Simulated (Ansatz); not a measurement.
An Ansatz (a program for electronic structure) run: Bi2Se3 with a change (electrons 5.0×10^21 cm⁻³); Kohn–Sham DFT with the r2SCAN+rVV10 functional, run in Ansatz with PAW and 500 eV plane waves, without spin-orbit coupling.

Input:

Ansatz 0.2 input:
```yaml
crystal:
  lattice:
    - [2.0722993358, 1.1964425794, 9.7552600478]
    - [-2.0722993358, 1.1964425794, 9.7552600478]
    - [0, -2.3928851588, 9.7552600478]
  atoms:
    - { symbol: Bi, position: [0.3993843475, 0.3993843475, 0.3993843475] }
    - { symbol: Bi, position: [0.6006156525, 0.6006156525, 0.6006156525] }
    - { symbol: Se, position: [0, 0, 0] }
    - { symbol: Se, position: [0.2142021752, 0.2142021752, 0.2142021752] }
    - { symbol: Se, position: [0.7857978248, 0.7857978248, 0.7857978248] }
basis: { ecutwfc: 500, ecutrho_ratio: 4, xc_grid: 4, fft_grid_basis: typed }
kpoints: { mp_grid: { grid: [13, 13, 13] } }
hamiltonian:
  xc: r2scan
  dispersion: rvv10
  pseudopotentials: { kind: paw }
total_charge: -0.725612
scf: { occupations: { method: fermi_dirac, width: 0.0259 }, convergence: { dr2_threshold: 0.0000000005 } }
relax: { f_tol: 0.005, max_steps: 30 }
output: { forces: true, stress: true }
checkpoint: { write: state.ck, write_every: 1000 }
```

Output (explanatory and most iteration lines left out):

```
Relaxation: its limit of steps is 30 (relax.max_steps)
Pseudopotential: Bi, paw, valence charge 15
Pseudopotential: Se, paw, valence charge 16
Crystal: 5 atoms, lattice volume = 145.122 Å³
Basis set: ecut = 500 eV, 3677 PW (Γ), exchange–correlation on 300×300×300 points (64 copies of the dense FFT grid, shifted against one another)
Bands: 48, of which v1, the nominal top of the filled ones, is band 39 counted from 1 (38 counted from 0)
Symmetry: 12 space group operations
Space group: R-3m (ITA 166), of the structure as read, at distance tolerance 5.3e-5 Å
k-points: 231 of 2197
Functional: x = r2scan, c = r2scan + rvv10(b = 11.95, C = 0.0093); τ floored in thin density (d = 2e-4 eV/Å³)
SCF iter   1: F=—  HF=-41241.294210 eV  |F-HF|=—  |Δ(HF+E_count)|=         —  Δρ=2.19e-2  dr2=8.56e-1  dr2_τ=6.61e-3  ethr=1.77e-3  ⟨swp⟩=8.3  Hψ=47676  notcnv=0  defer=49
SCF iter   2: F=—  HF=-41240.995460 eV  |F-HF|=—  |Δ(HF+E_count)|=   2.99e-1  Δρ=7.17e-3  dr2=5.13e-2  dr2_τ=2.44e-3  ethr=1.09e-3  ⟨swp⟩=3.0  Hψ=20873  notcnv=0  defer=440
SCF 1 converged in 11 iterations: F = -41240.984725 eV  dr2 = 3.11e-11
relax step   1: F+E_penalty+E_count = -41240.98472549 eV  Δ(F+E_penalty+E_count) = +0.000e0 eV  max|allowed force component| = 4.366e-2 eV/Å  Δτ_max = 0.0000 Å  (11 SCF iters, accepted)
Crystal: 5 atoms, lattice volume = 145.122 Å³
SCF iter   1: F=—  HF=-41240.979344 eV  |F-HF|=—  |Δ(HF+E_count)|=         —  Δρ=2.15e-3  dr2=8.44e-3  dr2_τ=7.66e-3  ethr=1.11e-5  ⟨swp⟩=1.9  Hψ=40860  notcnv=0  defer=365
SCF iter   2: F=—  HF=-41240.985955 eV  |F-HF|=—  |Δ(HF+E_count)|=   6.61e-3  Δρ=1.32e-3  dr2=5.60e-3  dr2_τ=7.75e-5  ethr=1.07e-5  ⟨swp⟩=2.1  Hψ=21353  notcnv=0  defer=365
SCF 2 converged in 9 iterations: F = -41240.984893 eV  dr2 = 1.27e-10
relax step   2: F+E_penalty+E_count = -41240.98489302 eV  Δ(F+E_penalty+E_count) = -1.675e-4 eV  max|allowed force component| = 3.523e-2 eV/Å  Δτ_max = 0.0234 Å  (9 SCF iters, accepted)
Crystal: 5 atoms, lattice volume = 145.122 Å³
SCF iter   1: F=—  HF=-41240.983899 eV  |F-HF|=—  |Δ(HF+E_count)|=         —  Δρ=1.02e-3  dr2=1.94e-3  dr2_τ=1.80e-3  ethr=2.42e-5  ⟨swp⟩=6.5  Hψ=28921  notcnv=0  defer=426
SCF iter   2: F=—  HF=-41240.985346 eV  |F-HF|=—  |Δ(HF+E_count)|=   1.45e-3  Δρ=6.32e-4  dr2=1.30e-3  dr2_τ=1.80e-5  ethr=2.46e-6  ⟨swp⟩=2.0  Hψ=23595  notcnv=0  defer=430
SCF 3 converged in 8 iterations: F = -41240.985198 eV  dr2 = 1.97e-10
relax step   3: F+E_penalty+E_count = -41240.98519837 eV  Δ(F+E_penalty+E_count) = -3.053e-4 eV  max|allowed force component| = 1.665e-3 eV/Å  Δτ_max = 0.0111 Å  (8 SCF iters, accepted)
Crystal: 5 atoms, lattice volume = 145.122 Å³
SCF iter   1: F=—  HF=-41240.985198 eV  |F-HF|=—  |Δ(HF+E_count)|=         —  Δρ=2.75e-7  dr2=1.97e-10  dr2_τ=9.91e-12  ethr=1.00e-12  ⟨swp⟩=3.0  Hψ=41986  notcnv=0  defer=429
SCF iter   2: F=-41240.985198 eV  HF=-41240.985198 eV  |F-HF|=7.28e-11  |Δ(HF+E_count)|=  1.53e-10  Δρ=1.92e-7  dr2=7.60e-11  dr2_τ=2.49e-12  ethr=1.00e-12  ⟨swp⟩=4.1  Hψ=35538  notcnv=0
SCF 4 converged in 2 iterations: F = -41240.985198 eV  dr2 = 7.60e-11
SCF converged after 2 iterations
Free energy (F): -41240.985198 eV
Internal energy: -41240.977415 eV  (E = F + TS)
E sigma→0 (E₀):  -41240.981307 eV
Entropy (-TS):   -0.007783 eV (-1.557 meV/atom)
Fermi energy:    10.005311 eV
--- Forces (eV/Å), atoms counted from 1 ---
  atom   1  Bi     0.00000000     0.00000000     0.00007037
  atom   2  Bi     0.00000000    -0.00000000    -0.00007037
  atom   3  Se    -0.00000000     0.00000000    -0.00000000
  atom   4  Se     0.00000000     0.00000000     0.00166614
  atom   5  Se     0.00000000    -0.00000000    -0.00166614
--- Stress (GPa, compression-positive) ---
        2.646238       0.000000       0.000000
        0.000000       2.646238       0.000000
        0.000000       0.000000       0.207042
  P = ⅓ Tr σ = 1.8332 GPa (18.332 kbar)
--- Relaxed structure (3 steps of the walk, 3 accepted, 0 SCFs on fresh bases) ---
  atoms:
    - { symbol: Bi, position: [0.39921512957348293, 0.39921512957348293, 0.39921512957348293] }
    - { symbol: Bi, position: [0.600784870426517, 0.600784870426517, 0.600784870426517] }
    - { symbol: Se, position: [4.741984577145867e-20, 4.7419845771458675e-20, 4.741984577145868e-20] }
    - { symbol: Se, position: [0.21462482659632676, 0.21462482659632676, 0.21462482659632676] }
    - { symbol: Se, position: [0.7853751734036731, 0.7853751734036731, 0.7853751734036731] }
```

Carriers are added with a uniform compensating background; total energy and stress of such cells depend on the potential's zero and are not compared; many-body gap narrowing is missing at this level. With Bi present, leaving out spin-orbit coupling can change the band edges. Stability against distortions was not tested. The cell was made from Bi₂Se₃ in the Bi2Te3 type structure (space group R-3m, No. 166) by this change: electrons 5.0×10^21 cm⁻³.
